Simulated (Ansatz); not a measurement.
Consider CdTe in the zinc blende structure (space group F-43m, No. 216).

```xyz
2
Lattice="0.0000 3.2043 3.2043 3.2043 0.0000 3.2043 3.2043 3.2043 0.0000" Properties=species:S:1:pos:R:3 pbc="T T T"
Cd     0.0000     0.0000     0.0000
Te     1.6022     1.6022     1.6022
```

All numbers come from LDA (Ansatz, a first-principles code; PAW; 420 eV plane waves; no spin-orbit coupling).

Base values:

| Quantity | Value |
|---|---|
| Smallest direct gap | 0.61 eV |
| Valley order | Γ 0.61 eV; L along ⟨111⟩ 1.68 eV |

The change: a hydrostatic pressure of 30 GPa.

Predict the new smallest direct gap and valley order.

The smallest direct gap increases by 0.94 eV (0.61 eV → 1.55 eV); the valley order (the lowest conduction-band minima on the path, energy above the VBM, named in the base's zone) becomes X along ⟨100⟩ 1.52 eV; Γ 1.55 eV; L along ⟨111⟩ 1.90 eV (base: Γ 0.61 eV; L along ⟨111⟩ 1.68 eV).

With Te present, leaving out spin-orbit coupling can change the band edges. Load acts through the strain it causes; cell and atoms are relaxed under it. No phonon test of stability was made. Measured, CdTe leaves this structure (for cinnabar) near 3.53 GPa (temperature not stated; as listed in Datta, Sujoy, Jana, Debnarayan, arXiv (2020)), on rising pressure, with hysteresis.
